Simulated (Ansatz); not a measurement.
We consider TlBiTe2 (R-3m, No. 166, 4 atoms in the cell; start mp-27438), described by PBEsol in Ansatz (plane waves, PAW).

Run with plane-wave cutoff 500 eV, 10×10×10 k mesh, Fermi–Dirac smearing 0.05 eV, scalar-relativistic PAW data made under PBE.

Cell (relaxed at this level):

```cif
data_Bi3Te6Tl3
_chemical_formula_sum 'Tl3 Bi3 Te6'
_space_group_name_H-M_alt 'R-3m :H'
_space_group_IT_number 166
_space_group_name_Hall '-R 3 2"'
_cell_length_a 4.49951
_cell_length_b 4.49951
_cell_length_c 23.10238
_cell_angle_alpha 90.000
_cell_angle_beta 90.000
_cell_angle_gamma 120.000
loop_
_atom_site_label
_atom_site_type_symbol
_atom_site_symmetry_multiplicity
_atom_site_Wyckoff_symbol
_atom_site_fract_x
_atom_site_fract_y
_atom_site_fract_z
_atom_site_occupancy
Tl1 Tl 3 b 0.00000 0.00000 0.50000 1
Bi1 Bi 3 a 0.00000 0.00000 0.00000 1
Te1 Te 6 c 0.00000 0.00000 0.25702 1
```
(The calculation used a cell of 4 atoms; values per cell refer to that cell.)

Give the computed band gap.


* **band gap**: 0.22 eV (on the SCF k mesh)

Note: the relaxation could not lower the start's symmetry, so the cell can be a saddle point above a distorted one.

Spin–orbit coupling is not included; with these elements it can move the gap by several tenths of an eV or more.

Static lattice: no zero-point or thermal effects.

A start named mp-… is a Materials Project structure, which need not be a measured phase.

Ansatz is an electronic-structure program.
